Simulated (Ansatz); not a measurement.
NiTe$_{2}$ (P-3m1), LDA, DFPT electron-phonon coupling, linearised Boltzmann equation in Ansatz (a program for electronic structure). Phonon-limited resistivity 16.7 μΩ·cm at 300 K along z (a = (3.80, 0.00, 0.00) Å; b = (-1.90, 3.29, 0.00) Å; c = (0.00, 0.00, 5.11) Å), 22.6 μΩ·cm at 400 K, current-weighted mean free path 7.8 nm, Drude plasma energy 5.47 eV.

Question: What temperature coefficient of resistance follows, and how does it compare with 1/T?

Answer: (ρ₄₀₀ − ρ₃₀₀)/(100 K × ρ₃₀₀) = 3.53×10⁻³ K⁻¹, against 1/T = 3.33×10⁻³ K⁻¹ for a resistivity proportional to T. It lies higher because phonons are still being populated at 300 K; impurities would add a constant and lower it.

Question: Estimate the electronic thermal conductivity at 300 K by the Wiedemann-Franz law (L₀ = 2.44×10⁻⁸ W·Ω/K²).

Answer: L₀T/ρ = 2.44×10⁻⁸ × 300/(16.7×10⁻⁸) = 43.8 W/(m·K). Inelastic scattering puts the true Lorenz number somewhat under L₀ near and below the Debye temperature.

Question: What is the classical skin depth at 10 GHz (nonmagnetic, μ₀ = 1.257×10⁻⁶ H/m)?

Answer: δ = √(ρ/(π f μ₀)) = 2060 nm.

A metal at this level (no band gap). Only scattering by harmonic phonons is included (no impurities, grain boundaries, electron-electron scattering or thermal expansion). Spin-orbit coupling is left out. The squared frequency of the phonon mode least converged on the k mesh is uncertain by about 10 %. The run warned that the eigensolver left some states short of its tolerance. Halving the electron mesh (24x24x16) moves the resistivity by up to 5 % at 300 K, the mean free path by up to 4 %. Smearing 0.20 eV; phonons on a 4x4x3 q mesh, which this run doesn't test.

Formula and space group known from diffraction (Crystallography Open Database), not checked to be the room-temperature form: NiTe2 (P-3m1). Treated as nonmagnetic (a ferromagnetic start lost its moment, other orders weren't tried): NiTe2 (P-3m1).
